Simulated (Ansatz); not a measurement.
**ZnS: response to strain**

Start from ZnS in the wurtzite structure (space group P6_3mc, No. 186).

```
ZnS
1.0
    3.84528     0.00000     0.00000
   -1.92264     3.33011     0.00000
    0.00000     0.00000     6.30521
Zn S
2 2
Direct
  0.33333   0.66667   0.00023
  0.66667   0.33333   0.50023
  0.33333   0.66667   0.37477
  0.66667   0.33333   0.87477
```

Strains are applied to the cell and any free atomic positions relax.

All numbers come from plane-wave PAW DFT at the PBE level (Ansatz, a first-principles code, 420 eV), scalar-relativistic without spin-orbit coupling.

Notes on the quantities. pressure: mean of the normal stresses, compression positive; energy relative to the base: free energy F.

```csv
change,electron mass,pressure,energy relative to the base
base,"0.16 mₑ along c, 0.18 mₑ across (at Γ)",0.00 GPa,0 meV/atom
isotropic strain −3.00 %,"0.17 mₑ along c, 0.20 mₑ across (at Γ)",7.74 GPa,+39 meV/atom
isotropic strain −2.40 %,"0.17 mₑ along c, 0.19 mₑ across (at Γ)",5.92 GPa,+25 meV/atom
isotropic strain −1.80 %,"0.16 mₑ along c, 0.19 mₑ across (at Γ)",4.25 GPa,+14 meV/atom
isotropic strain −1.20 %,"0.16 mₑ along c, 0.19 mₑ across (at Γ)",2.71 GPa,+5.9 meV/atom
isotropic strain −0.60 %,"0.16 mₑ along c, 0.18 mₑ across (at Γ)",1.30 GPa,+1.4 meV/atom
```

The levels and masses belong to the bands next to the band gap. Masses are band curvatures over ±0.01 Å⁻¹ around the edge. Stability against distortions was not tested.
